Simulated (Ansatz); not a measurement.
AlBiO3, element substitutions

Consider AlBiO3 (space group R3c, No. 161; a = 5.3629 Å, c = 13.2618 Å (hexagonal axes); a cell from a computed database, its experimental status unchecked).

Each row replaces one element on all its sites; cell and atoms are relaxed.

Method: PBEsol in Ansatz (plane waves to 420 eV, PAW, no spin-orbit coupling).

```tsv
change	band gap	shortest interatomic distance	c/a ratio
base	2.84 eV	188.1 pm	2.473
Al → Mg	zero	207.3 pm	2.667
O → Te	?	277.4 pm	2.561
Al → P	?	?	?
```

Q: Complete the table.

A: 
- O → Te, band gap: 0.42 eV
- Al → P, band gap: 2.02 eV
- Al → P, shortest interatomic distance: 156.2 pm
- Al → P, c/a ratio: 2.623

With Bi and Te present, leaving out spin-orbit coupling can change the band edges. Whether these cells are dynamically stable was not tested. As relaxed here, MgBiO3, AlBiTe3 and BiPO3 are hypothetical phases, not in the database extracts checked. All final runs are without spin polarisation. The zero or small gap of MgBiO3 can change with the level of theory.

Ansatz is a program for electronic structure.
